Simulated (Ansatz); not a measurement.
**CdSe with two functionals**

Take CdSe in the wurtzite structure (space group P6_3mc, No. 186; a = 4.383 Å, c = 7.154 Å) as the base.

(Cell as relaxed with PBE.)

Levels (all Ansatz, an electronic-structure program, PAW): PBE (420 eV, no SOC); r2SCAN (500 eV, no spin-orbit coupling).

Each level relaxes its own structure.

```tsv
quantity	PBE	r2SCAN
volume per atom	29.75 Å³	?
lattice parameter a	4.383 Å	?
lattice parameter c	7.154 Å	?
band gap	0.54 eV	?
gap character	direct at Γ	?
```

**Question.** Predict the r2SCAN column.

**Answer.** 
- volume per atom, r2SCAN: 28.86 Å³
- lattice parameter a, r2SCAN: 4.340 Å
- lattice parameter c, r2SCAN: 7.078 Å
- band gap, r2SCAN: 1.11 eV
- gap character, r2SCAN: direct at Γ

PBE's volume per atom lies 0.89 Å³ above r2SCAN's (3.1 %); PBE's lattice parameter a lies 0.043 Å above r2SCAN's (1.0 %); PBE's lattice parameter c lies 0.076 Å above r2SCAN's (1.1 %); PBE's band gap lies 0.562 eV below r2SCAN's; the two agree on the gap character. Neither level is exact; r2SCAN is the comparison here, not a measurement.

Stability against distortions was not tested.
